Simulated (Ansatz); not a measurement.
Take KZnF3 in the cubic perovskite structure (space group Pm-3m, No. 221; a = 4.053 Å) as the base.

All numbers come from plane-wave PAW DFT at the PBEsol level (Ansatz, a program for electronic structure, 420 eV), no spin-orbit coupling, earlier PAW set.

One change was made to it. Results:

```tsv
quantity	base	after
band gap	3.70 eV	1.66 eV
gap character	indirect, R → Γ	direct at R
shortest interatomic distance	2.027 Å	2.190 Å
electron mass (degenerate bands, along [100])	–	0.15, 1.3, 1.3 mₑ (at R)
```

**Question.** Which of these changes matches the shifts?
(A) Zn → V
(B) F → Cl
(C) Zn → Ge

**Answer.** C, Zn → Ge. For comparison, the gap character in the other runs: F → Cl gives indirect, R → Γ; Zn → V gives indirect, R → Γ.

Other magnetic orders, which the real material may have, were not ruled out. Effective masses come from finite differences of ±0.01 Å⁻¹. Whether these cells are dynamically stable was not tested. As relaxed here, KGeF3 and KZnCl3 are hypothetical phases, not in the database extracts checked. Many cubic perovskites are stable only at high temperature; tilts and polar distortions were not tested.
